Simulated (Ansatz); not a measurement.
**ZrGe (model structure, started from the TiAs type, P6₃/mmc, No. 194, 8 atoms in the cell): equilibrium volume per atom by level of theory**

No measured value is used here.

```json
[
 {"level (code)": "PBE (Ansatz)", "value (Å³/atom)": "20.98"},
 {"level (code)": "PBEsol (Ansatz)", "value (Å³/atom)": "20.23"},
 {"level (code)": "PBE-D3(BJ) (Ansatz)", "value (Å³/atom)": "20.30"}
]
```

Ansatz's density-functional and Hartree–Fock values are scalar-relativistic unless marked +SOC, with PAW data made under PBE.

A model structure was made by putting elements into a prototype or built by hand; it is no filed structure, need not be a known phase, and can be a saddle point held by its symmetry.

Ansatz is a program for electronic structure.
